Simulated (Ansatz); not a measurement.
Base system: HfN in the rock salt structure (space group Fm-3m, No. 225; a = 4.526 Å; relaxed with 0.1 eV smearing). Axes: x, y, z lie along the cube axes.

Computed with r2SCAN in Ansatz (plane waves to 500 eV, PAW, no spin-orbit coupling).

Strains are applied to the cell and any free atomic positions relax.

One change was made to it. Results:

```tsv
quantity	base	after
energy relative to the base (free energy F)	0 meV/atom	+0.6 meV/atom
shortest interatomic distance	2.263 Å	2.263 Å
```

Problem. Which change produced these results?
A. tensor shear ε_xy = +1.14 %
B. tensor shear ε_xy = +0.57 %
C. tensor shear ε_xy = +2.00 %
D. tensor shear ε_xy = +1.43 %

Solution. B, tensor shear ε_xy = +0.57 %. For comparison, the energy relative to the base in the other runs: tensor shear ε_xy = +2.00 % gives +7.5 meV/atom; tensor shear ε_xy = +1.14 % gives +2.4 meV/atom; tensor shear ε_xy = +1.43 % gives +3.8 meV/atom.

Stability against distortions was not tested. The final runs are not spin-polarised. An odd electron count without spin: HfN.

Ansatz is a quantum-chemistry and plane-wave program.
